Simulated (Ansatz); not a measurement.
# Variants of one calculation on NaAsF6 (R-3, 8 atoms in the cell)

```
CELL_PARAMETERS angstrom
      2.52105     1.45553     4.65693
     -2.52105     1.45553     4.65693
      0.00000    -2.91106     4.65693
ATOMIC_POSITIONS crystal
  Na 0.50000 0.50000 0.50000
  As 0.00000 0.00000 0.00000
  F  0.34813 0.07606 0.79001
  F  0.65187 0.92394 0.20999
  F  0.79001 0.34813 0.07606
  F  0.20999 0.65187 0.92394
  F  0.07606 0.79001 0.34813
  F  0.92394 0.20999 0.65187
```

Base run A: Ansatz (a first-principles code) with HSE06, default PAW files made with PBE, self-consistent single point.

Its settings: basis.ecutwfc = 420 eV; kpoints.mp_grid.grid = 3 3 3; hamiltonian.xc = hse06; hamiltonian.pseudopotentials = {kind: paw} (the program's default PAW files); scf.occupations.method = gaussian; scf.occupations.width = 0.01 eV.

The starting cell comes from a database of computed structures (which also holds hypothetical and non-ambient phases and stackings), without a prior relaxation at this level. Its lattice was rescaled by a random factor within 2.5 % of one. In the base run, with a pressure of about 3 GPa the cell is away from its equilibrium volume at this level. Ansatz's pressure includes its estimate of the finite-basis (Pulay) stress.

ΔF is the free energy per atom less that of run A. A dash stands where there is no value to compare (another energy zero or no entropy term, no result, no spin, no clean gap, or a mesh too coarse for one). Absolute energies have different zeros for different potentials, functionals, Hubbard and dispersion terms and are not compared across them.

Run A gave: pressure (GPa) 3.23; largest force (eV/Å) 0.111; gap on the mesh (eV) 8.611.

Runs:
- B: hamiltonian.xc: hse06 → pbesol [PBEsol]
- C: hamiltonian.xc: hse06 → pbe0 [PBE0]
- D: kpoints.mp_grid.shift: default → 0.5 0.5 0.5
- E: scf.convergence.dr2_threshold: default (1e-07 eV) → 1e-12 eV
- F: scf.mixing.preconditioner: default (the program chose none) → resta; scf.mixing.eps_inf: default → 5
- G: scf.mixing.algorithm: default (the program chose MSR1) → broyden
- H: scf.mixing.algorithm: default (the program chose MSR1) → anderson; scf.mixing.beta: default → 1

Question: What does run D change against A?

Answer: The free energy stays essentially unchanged (within 1 meV/atom), the pressure hardly changes (3.23 to 3.22 GPa), the largest force stays at 0.111 eV/Å and the gap on the mesh goes from 8.611 to 8.844 eV.

Question: What does run C change against A?

Answer: The pressure hardly changes (3.23 to 3.27 GPa), the largest force goes from 0.111 to 0.119 eV/Å and the gap on the mesh goes from 8.611 to 9.393 eV.

Question: What does run B change against A?

Answer: The pressure goes from 3.23 to 5.73 GPa, the largest force goes from 0.111 to 0.654 eV/Å and the gap on the mesh goes from 8.611 to 6.063 eV.

| run | ΔF (meV/atom) | pressure (GPa) | largest force (eV/Å) | gap on the mesh (eV) |
|---|---|---|---|---|
| A | 0.00 | 3.23 | 0.111 | 8.611 |
| B | – | 5.73 | 0.654 | 6.063 |
| C | – | 3.27 | 0.119 | 9.393 |
| D | 0.04 | 3.22 | 0.111 | 8.844 |
| E | 0.00 | 3.23 | 0.111 | 8.611 |
| F | 0.00 | 3.23 | 0.111 | 8.611 |
| G | 0.00 | 3.23 | 0.111 | 8.611 |
| H | 0.00 | 3.22 | 0.111 | 8.611 |

Keys are those of Ansatz 0.2.
